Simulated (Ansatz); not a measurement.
Base system: Zr in the hcp (Mg type) structure (space group P6_3/mmc, No. 194; a = 3.182 Å, c = 5.124 Å; relaxed with 0.1 eV smearing).

Level of theory: Ansatz (a first-principles code), PBEsol, PAW, cutoff 420 eV, scalar-relativistic without spin-orbit coupling.

For the base:

| Item | Result |
|---|---|
| Pressure | 0.0 GPa |
| Band gap | zero |

Now apply this change: an isotropic linear strain of −2.00 %; the atoms relax in the strained cell.

What happens to the pressure, energy relative to the base and band gap?

The pressure (mean of the normal stresses, compression positive) goes from zero to 6.6 GPa; the energy grows by 26 meV/atom; the band gap stays zero.

Whether these cells are dynamically stable was not tested. All final runs are without spin polarisation.
